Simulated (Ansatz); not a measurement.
The parent structure is C (space group I4/mmm, No. 139; a model cell, its experimental status unchecked).

```xyz
4
Lattice="-2.1782 2.1782 1.2495 2.1782 -2.1782 1.2495 2.1782 2.1782 -1.2495" Properties=species:S:1:pos:R:3 pbc="T T T"
C      0.7855     0.7855     0.0000
C      1.3927    -1.3927     1.2495
C     -1.3927     1.3927     1.2495
C      1.3927     1.3927     1.2495
```

Method: PBEsol/PAW in Ansatz (an electronic-structure program), without spin-orbit coupling.

Carriers are added at fixed cell with a uniform background; the Fermi–Dirac width is that of 300 K.

One change was made to it. Results:

The Fermi level relative to the doped band's edge (positive inside the band; to 0.05 eV) is +1.40 eV; the gap between the host's bands grows by 0.247 eV, from 2.27 eV to 2.51 eV.

What was done to the base?
A) holes 7.0×10^21 cm⁻³
B) holes 3.0×10^21 cm⁻³
C) holes 1.0×10^22 cm⁻³
D) electrons 3.0×10^21 cm⁻³
E) holes 1.5×10^21 cm⁻³

C, holes 1.0×10^22 cm⁻³. For comparison, the gap between the host's bands in the other runs: electrons 3.0×10^21 cm⁻³ gives 2.18 eV; holes 1.5×10^21 cm⁻³ gives 2.31 eV; holes 7.0×10^21 cm⁻³ gives 2.45 eV; holes 3.0×10^21 cm⁻³ gives 2.35 eV.

Charged cell with a jellium background: band edges are those of the host's band count, energies are not comparable with the neutral cell, and many-body gap narrowing is missing. Stability against distortions was not tested. This is not the structure that C has at room temperature and ambient pressure.
